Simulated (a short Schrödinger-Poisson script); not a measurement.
System: gated In0.52Al0.48As/In0.53Ga0.47As modulation-doped gas in a quantum well, at 300 K.

| layer | material | thickness (nm) | Nd (cm⁻³) | Na (cm⁻³) |
|---|---|---|---|---|
| 1 | In0.52Al0.48As | 10 | - | - |
| 2 | In0.52Al0.48As | 10 | 1.5e18 | - |
| 3 | In0.52Al0.48As | 2 | - | - |
| 4 | In0.53Ga0.47As | 8 | - | - |
| 5 | In0.52Al0.48As | 4000 | - | 5e15 |

The device is made up for the run: typed textbook-type constants, with dimensions and the other settings drawn at random. In0.52Al0.48As: permittivity 12.5, conduction-band edge (eV) 0.52, gap (eV) 1.45, electron mass (mₑ) 0.075, Nv at 300 K (cm⁻³) 1.1e19. In0.53Ga0.47As: permittivity 13.9, conduction-band edge (eV) 0, gap (eV) 0.74, Nv at 300 K (cm⁻³) 7.7e18.

Channel valleys (confinement mass, in-plane density-of-states mass, number): Γ 0.041, 0.041, 1. At the gate the conduction-band edge of layer 1 lies 0.65 eV − eVg above the Fermi level of the channel; the field vanishes at the back. The barrier under the gate holds no holes. Gaps are held at their typed values at every temperature. Mesh 0.08 nm at interfaces.

From a short Schrödinger-Poisson script (our own, NumPy): 1D Poisson equation in equilibrium, electrons quantum, Hartree (BenDaniel-Duke, 40 states a valley, the channel's in-plane mass for all, wave functions free to enter the barrier), parabolic valleys, classical holes, full ionisation, no traps, pinning or gate leakage.

The same stack at other levels of the model or other numerical settings:

```csv
run,sheet density of all electrons at Vg = 0.4 V (cm⁻²),sheet density of all electrons at Vg = -0.1 V (cm⁻²),capacitance at Vg = 0.4 V (μF/cm²),centroid of the channel electrons at Vg = 0.4 V (nm),rough cost against the base
base,1.08e12,3.35e10,0.390,3.66,about 1
"electrons treated as classical, Boltzmann",___,9.16e10,___,2.39,0.03
"electrons treated as classical, Fermi-Dirac",1.15e12,8.36e10,0.384,3.39,0.1
"electrons treated as quantum, Hartree plus LDA exchange-correlation",1.12e12,___,0.394,3.65,1
mesh six times as coarse,1.08e12,3.29e10,0.390,3.65,0.2
one subband a valley,1.08e12,3.35e10,0.389,3.66,0.2
```

Question: Complete the blanks.

Answer: 
- electrons treated as quantum, Hartree plus LDA exchange-correlation, sheet density of all electrons at Vg = -0.1 V (cm⁻²): 3.77e10
- electrons treated as classical, Boltzmann, sheet density of all electrons at Vg = 0.4 V (cm⁻²): 1.36e12
- electrons treated as classical, Boltzmann, capacitance at Vg = 0.4 V (μF/cm²): 0.457

The classical rows ignore confinement, and Boltzmann statistics overrate the density once the band edge passes the Fermi level.
